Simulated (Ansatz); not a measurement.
The reference is Ta2O5 (space group C2, No. 5; a = 5.9244 Å, b = 5.0763 Å, c = 5.7491 Å, α = γ = 90.00°, β = 117.45°; a cell from a computed database, its experimental status unchecked).

It is then changed as follows: an isotropic linear strain of −1.84 %, atoms relaxed at fixed cell.

Levels (all Ansatz, a quantum-chemistry and plane-wave program, PAW): PBEsol (420 eV, no spin-orbit coupling); r2SCAN (500 eV, no spin-orbit coupling).

The geometry is relaxed with PBEsol.

- PBEsol smallest direct gap: 2.88 eV
- PBEsol width of the top valence band: 0.82 eV
- PBEsol band gap: 2.38 eV

With r2SCAN at the same geometry, the smallest direct gap goes up by 0.46 eV to 3.34 eV; the width of the top valence band grows by 0.03 eV to 0.85 eV; the band gap increases by 0.45 eV to 2.83 eV.

Single points use the geometry relaxed with PBEsol. With Ta present, leaving out spin-orbit coupling can change the band edges. No phonon test of stability was made.
